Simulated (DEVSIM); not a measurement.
Device: Schottky contact on n-type Si, at 300 K.

```tsv
layer (left to right)	material	thickness (μm)	Nd (cm⁻³)	τn (s)	τp (s)
1	Si	1.40	1.5e15	0.00036	0.00036
```

Left contact: Schottky, work function 4.72 eV, emission velocity 5.1e6 cm/s. Right contact: ohmic. Voltage is applied to the left contact. Recombination: SRH at mid-gap. Mobility is μmin + (μ − μmin)/(1 + (N/Nref)^α).

The device is made up for the run: typed textbook-type constants, with dimensions and the other settings drawn at random. Values at 300 K; Nc and Nv go as T^1.5, mobilities as T to minus their exponent, the gap by Varshni's rule with the affinity fixed. The table also holds parameters that only a changed run uses.

```tsv
parameter	Si
gap (eV)	1.124
affinity (eV)	4.05
permittivity	11.7
Nc (cm⁻³)	2.86e19
Nv (cm⁻³)	3.1e19
μn (cm²/Vs)	1417
μp (cm²/Vs)	470
μn,min	52
μp,min	45
Nref,n	9.7e16
Nref,p	2.2e17
αn	0.68
αp	0.72
T exponent of μn	2.3
T exponent of μp	2.2
Cn (cm⁶/s)	2.8e-31
Cp (cm⁶/s)	9.9e-32
Varshni α (eV/K)	0.000473
Varshni β (K)	636
```

Simulated with DEVSIM: 1D drift-diffusion, Boltzmann statistics, complete ionisation; no tunnelling, impact ionisation, image-force lowering or self-heating. Metal contacts follow the ideal Schottky-Mott rule: no Fermi-level pinning, no interface dipoles.

Base results: largest field in the device at zero bias (V/cm) 13000; dark forward voltage at 100 A/cm² (V) 0.413; dark forward voltage at 1 A/cm² (V) 0.243; potential step across the device at zero bias (V) 0.415.

Task: What follows from this one change: temperature 300 → 350 K?

Result: largest field in the device at zero bias 13000 → 12000 V/cm; dark forward voltage at 100 A/cm² 0.413 → 0.379 V; dark forward voltage at 1 A/cm² 0.243 → 0.168 V; potential step across the device at zero bias 0.415 → 0.366 V.

Task: What follows from this one change: doping Nd of layer 1 1.5e+15 → 1.5e+14 cm^-3?

Result: largest field in the device at zero bias 13000 → 4100 V/cm; dark forward voltage at 100 A/cm² 0.413 → 0.771 V; dark forward voltage at 1 A/cm² 0.243 → 0.268 V; potential step across the device at zero bias 0.415 → 0.356 V.

Task: What follows from this one change: metal work function 4.72 → 4.62 eV?

Result: largest field in the device at zero bias 13000 → 12000 V/cm; dark forward voltage at 100 A/cm² 0.413 → 0.313 V; dark forward voltage at 1 A/cm² 0.243 → 0.143 V; potential step across the device at zero bias 0.415 → 0.315 V.

Task: What follows from this one change: metal work function 4.72 → 4.92 eV?

Result: largest field in the device at zero bias 13000 → 17000 V/cm; dark forward voltage at 100 A/cm² 0.413 → 0.601 V; dark forward voltage at 1 A/cm² 0.243 → 0.441 V; potential step across the device at zero bias 0.415 → 0.615 V.

Task: What follows from this one change: thickness of layer 1 1.4 → 0.49 μm?

Result: largest field in the device at zero bias little changed (14000 V/cm); dark forward voltage at 100 A/cm² 0.413 → 0.385 V; dark forward voltage at 1 A/cm² little changed (0.242 V); potential step across the device at zero bias little changed (0.415 V).
